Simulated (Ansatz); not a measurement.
InP: In → Cd

Take InP in the zinc blende structure (space group F-43m, No. 216; a = 5.9070 Å) as the base.

Perturbation: Cd takes the place of In on all its sites, then cell and atoms are relaxed.

The values are results of r2SCAN, PAW, 500 eV (Ansatz, an electronic-structure program; scalar-relativistic without spin-orbit coupling), not measurements. k-mesh 14×14×14 (Γ-centred); smearing 0.05 eV (Fermi–Dirac), for the changed cell.

The volume per atom shrinks by 0.60 Å³ (25.76 Å³ → 25.16 Å³) and the density rises by 0.03 g/cm³ to 4.73 g/cm³. The shortest interatomic distance falls by 0.020 Å to 2.538 Å and the band gap becomes zero (base: 1.03 eV).

Final structure:

```yaml
crystal:
  lattice:
    - [0.00000, 2.93031, 2.93031]
    - [2.93031, 0.00000, 2.93031]
    - [2.93031, 2.93031, 0.00000]
  atoms:
    - { symbol: P, position: [0.75000, 0.75000, 0.75000] }
    - { symbol: Cd, position: [0.00000, 0.00000, 0.00000] }
```

Cost of the whole job for the changed cell (relaxation, final SCF and bands): very roughly 100 core-seconds.

No phonon test of stability was made. As relaxed here, CdP is a hypothetical phase, not in the database extracts checked. All final runs are without spin polarisation. An odd electron count without spin: CdP.
